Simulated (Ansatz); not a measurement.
The starting structures come from a database of crystals and need not be the phases stable at ambient conditions.

```xyz
10
Lattice="3.8806 0.0000 0.0000 0.0000 5.6905 0.0000 0.0000 0.0000 5.6413" Properties=species:S:1:pos:R:3 pbc="T T T"
La     0.0000     1.3332     1.4103
La     0.0000     4.3573     4.2310
Ti     1.9403     4.1587     1.4103
Ti     1.9403     1.5318     4.2310
N      1.9403     2.8452     0.0000
N      1.9403     2.8452     2.8206
O      1.9403     0.0000     0.0000
O      1.9403     0.0000     2.8206
O      0.0000     1.2488     4.2310
O      0.0000     4.4417     1.4103
```

Space group of this cell: Pmma. The cell is taken as given; by r2SCAN its mean pressure is -3.1 GPa.

Transport runs along the normal of the first two printed cell vectors.

The gap is the functional's own. No spin-orbit coupling. Mid-gap values are interpolated on the energy grid.

**Question.** Estimate the band gap and the smallest decay constant κ at mid-gap that r2SCAN (Ansatz, a program for electronic structure) returns for this system.

**Answer.** Gap 1.08 eV on a 8×6×6 mesh; κ = 0.128 1/Å, at the zone centre.
